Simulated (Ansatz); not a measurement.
The starting structures come from a database of crystals and need not be the phases stable at ambient conditions.

Tunnelling through a barrier is set by its complex band structure: the current falls as exp(−2κd) with the smallest κ.

Given:

```xyz
8
Lattice="5.7866 0.0000 0.0000 0.0000 9.1024 0.0000 2.8933 0.0000 2.8933" Properties=species:S:1:pos:R:3 pbc="T T T"
La     1.4466     7.8739     1.4466
La     4.3399     1.2286     1.4466
Ag     2.8933     4.5512     0.0000
Ag     0.0000     4.5512     0.0000
S      1.4466     2.7941     1.4466
S      4.3399     6.3083     1.4466
O      0.0000     0.0000     0.0000
O      2.8933     0.0000     0.0000
```

Space group of this cell: P4/nmm. The cell is taken as given; by r2SCAN its mean pressure is -1.2 GPa.

Transport runs along the normal of the first two printed cell vectors, the (110) plane of the conventional cell.

The gap is the functional's own. No spin-orbit coupling. Mid-gap values are interpolated on the energy grid.

### Question
Give the band gap and the smallest decay constant κ at mid-gap that Ansatz (a quantum-chemistry and plane-wave program) with r2SCAN yields.

### Answer
Gap 1.75 eV on a 10×4×10 mesh; κ = 0.195 1/Å, at the zone centre.
